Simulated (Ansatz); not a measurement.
Abridged Ansatz (a first-principles code) output:

```
Relaxation: its limit of steps is 50 (relax.max_steps)
Pseudopotential: C, paw, valence charge 4
Crystal: 2 atoms, lattice volume = 10.716 Å³
Basis set: ecut = 420 eV, 199 PW (Γ), exchange–correlation on 36×36×36 points (8 copies of the dense FFT grid, shifted against one another)
Bands: 8, of which v1, the nominal top of the filled ones, is band 4 counted from 1 (3 counted from 0)
Symmetry: 16 space group operations
k-points: 349 of 4096
Functional: x = pbesol(κ = 0.804, μ = 0.12345679012345678), c = pbesol(β = 0.046)
SCF iter   1: F=—  HF=-493.257046 eV  |F-HF|=—  |Δ(HF+E_count)|=         —  Δρ=7.74e-3  dr2=4.80e-3  ethr=1.77e-3  ⟨swp⟩=4.6  Hψ=18081  notcnv=0
SCF iter   2: F=—  HF=-493.255594 eV  |F-HF|=—  |Δ(HF+E_count)|=   1.45e-3  Δρ=2.75e-3  dr2=5.72e-4  ethr=6.01e-5  ⟨swp⟩=1.0  Hψ=5591  notcnv=0
SCF 1 converged in 6 iterations: F = -493.255457 eV  dr2 = 1.59e-13
relax step   1: F+E_penalty+E_count = -493.25545724 eV  Δ(F+E_penalty+E_count) = +0.000e0 eV  max|allowed force component| = 1.249e-16 eV/Å  Δτ_max = 0.0000 Å  P = +22.553 GPa  Ω = 10.716 Å³  fix = [a, b, gamma]  reactions: a +38.011, b +38.011 GPa  (6 SCF iters, dr2 threshold 1.00e-7 eV, accepted)
[... steps on the carried basis left out ...]
relax step   6: F+E_penalty+E_count = -493.25739217 eV  Δ(F+E_penalty+E_count) = -6.903e-6 eV  max|allowed force component| = 1.665e-16 eV/Å  Δτ_max = 0.0000 Å  P = +26.234 GPa  Ω = 10.642 Å³  energy of the carried Pulay correction = +6.520e-6 eV  fix = [a, b, gamma]  reactions: a +39.353, b +39.353 GPa  (2 SCF iters, dr2 threshold 3.58e-8 eV, accepted)
Crystal: 2 atoms, lattice volume = 10.642 Å³
SCF iter   1: F=—  HF=-493.257384 eV  |F-HF|=—  |Δ(HF+E_count)|=         —  Δρ=1.05e-5  dr2=8.90e-9  ethr=1.75e-8  ⟨swp⟩=3.3  Hψ=26888  notcnv=0
SCF iter   2: F=—  HF=-493.257384 eV  |F-HF|=—  |Δ(HF+E_count)|=   1.32e-7  Δρ=4.09e-6  dr2=1.23e-9  ethr=1.11e-10  ⟨swp⟩=2.0  Hψ=3879  notcnv=0
SCF 7 converged in 4 iterations: F = -493.257384 eV  dr2 = 2.62e-15
SCF converged after 4 iterations
Free energy (F): -493.257384 eV
Internal energy: -493.257384 eV  (E = F + TS)
E sigma→0 (E₀):  -493.257384 eV
Fermi energy:    16.484452 eV
--- Forces (eV/Å), atoms counted from 1 ---
  atom   1  C      0.00000000     0.00000000     0.00000000
  atom   2  C     -0.00000000    -0.00000000    -0.00000000
--- Stress (GPa, compression-positive) ---
       39.353369       0.000000      -0.000000
        0.000000      39.353369       0.000000
       -0.000000       0.000000      -0.002875
  P = ⅓ Tr σ = 26.2346 GPa (262.346 kbar)
--- Relaxed structure (5 steps of the walk, 5 accepted, 2 SCFs on fresh bases) ---
  cell:  # Å, volume = 10.6424 Å³
    - [2.4375247099, 2.341673295931545e-22, -3.378775497924505e-11]
    - [2.341672820692095e-22, 2.4375247099, 3.378775155076041e-11]
    - [1.2187623549748285, -1.2187623549748285, 1.7911881012263826]
  atoms:
    - { symbol: C, position: [-3.082655579712466e-35, -1.7164094996591473e-34, -6.67409164492359e-35] }
    - { symbol: C, position: [0.7500000000000001, 0.75, 0.49999999999999994] }
```

What was computed, and what are the main results?

C, 2 atoms in the cell, with PBEsol (Ansatz, PAW, scalar-relativistic without spin-orbit coupling). The last SCF converged to F = -493.257384 eV, or -246.6287 eV per atom, at a pressure of 26.23 GPa. The total energy compares only with runs of the same code, potentials and settings.

The cells carry an imposed strain or load. Stability against distortions was not tested. The cell was made from C in the diamond structure (space group Fd-3m, No. 227) by this change: biaxial strain −3.00 %, plane normal [001], relaxed out of plane.

Keys are those of Ansatz 0.2.
